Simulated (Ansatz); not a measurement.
Data:

```
CELL_PARAMETERS angstrom
      0.00000     1.91447     1.91447
      1.91447     0.00000     1.91447
      1.91447     1.91447     0.00000
ATOMIC_POSITIONS crystal
  Ir 0.00000 0.00000 0.00000
```

These are PBEsol, rigid bands (plane waves, PAW, scalar-relativistic; Ansatz, an electronic-structure program) values and carry that method's errors. Geometry: cell and atoms relaxed with PBEsol.

**Question.** Predict the product ρ₀λ of resistivity and mean free path that follows from the Fermi surface's area.

**Answer.** 3.7 ×10⁻¹⁶ Ω·m².

**Question.** And the Drude plasma energy and the root-mean-square Fermi velocity at 300 K?

**Answer.** 10.8 eV; 8.4e5 m/s.

A metal at this level (no band gap); rigid bands, thermally averaged at 300 K, both spins. Spin-orbit coupling is left out, which matters with elements this heavy. τ is one relaxation time for all states; the product of resistivity and mean free path takes one path for all states instead.
